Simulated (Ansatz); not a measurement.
## BBi (model structure, started from the zincblende type, F-43m, No. 216, 2 atoms in the cell)

Level of theory: PBE (Ansatz, a first-principles code, plane waves, PAW).

Run with plane-wave cutoff 520 eV, 18×18×18 k mesh, Fermi–Dirac smearing 0.05 eV, scalar-relativistic PAW data made under PBE.

Cell (relaxed with PBEsol):

```xyz
2
Lattice="0.0000 2.7282 2.7282 2.7282 0.0000 2.7282 2.7282 2.7282 0.0000" Properties=species:S:1:pos:R:3 pbc="T T T"
Bi     4.0922     4.0922     4.0922
B      0.0000     0.0000     0.0000
```

- band gap: 0.43 eV (on the SCF k mesh)

Note: the relaxation could raise the start's symmetry but not lower it, so the cell can be a saddle point; cell and atoms aren't relaxed at this level (pressure 2.9 GPa).

Spin–orbit coupling is not included; with these elements it can move the gap by several tenths of an eV or more.

A model structure was made by putting elements into a prototype or built by hand; it is no filed structure, need not be a known phase, and can be a saddle point held by its symmetry.
